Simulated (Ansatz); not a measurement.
Reference: monolayer SnSe2, PBE, rigid bands (plane waves, PAW, scalar-relativistic; Ansatz, a quantum-chemistry and plane-wave program); axes and stresses refer to this cell.

```yaml
crystal:
  lattice:
    - [3.86814, 0.00000, 0.00000]
    - [-1.93407, 3.34991, 0.00000]
    - [0.00000, 0.00000, 19.09975]
  atoms:
    - { symbol: Sn, position: [0.00000, 0.00000, 0.50000] }
    - { symbol: Se, position: [0.33333, 0.66667, 0.58352] }
    - { symbol: Se, position: [0.66667, 0.33333, 0.41648] }
```

* **electron conductivity mass**: 0.34 mₑ
* **hole conductivity mass**: 0.44 mₑ
* **band gap**: 0.79 eV

Task: Change: spin-orbit coupling switched on. What happens to electron conductivity mass, hole conductivity mass, band gap?

Result: electron conductivity mass moves little, to 0.35 mₑ; hole conductivity mass grows to 0.55 mₑ; band gap drops to 0.75 eV.

Masses are for dilute carriers at 300 K, harmonic means over directions unless an axis is named. Spin-orbit coupling is left out unless a row names it; without it hole values are far off for these elements. 

Model free-standing layer, not matched to a measured one here: monolayer SnSe2.
